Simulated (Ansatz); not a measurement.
Start from ZrSe₂ in the fluorite structure (space group Fm-3m, No. 225; a = 6.507 Å; a hypothetical phase, not in the database extracts checked; relaxed with 0.1 eV smearing). Axes: x, y, z lie along the cube axes.

Level of theory: Ansatz (a program for electronic structure), PBEsol, PAW, cutoff 420 eV, no spin-orbit coupling.

Base values:

| Item | Value |
|---|---|
| Shortest interatomic distance | 2.818 Å |
| Pressure | 0.0 GPa |

One thing is altered: tensor shear ε_yz = −2.40 % (engineering shear γ = -0.0480); the atoms relax in the strained cell.

Question: What happens to the largest internal atomic displacement, energy relative to the base, shortest interatomic distance and pressure?

Answer: The largest internal atomic displacement amounts to 0.049 Å; the energy decreases by 1.5 meV/atom; the shortest interatomic distance drops by 0.016 Å to 2.802 Å; the pressure (mean of the normal stresses, compression positive) is nearly the same (0.0 GPa against -0.1 GPa).

No phonon test of stability was made. All final runs are without spin polarisation. Under tensor shear ε_yz = −2.40 % the cell ends below the base's energy or with stress of the wrong sign: the atoms slid into a distortion or the cell is elastically unstable, so the base is not a stable minimum at this level.
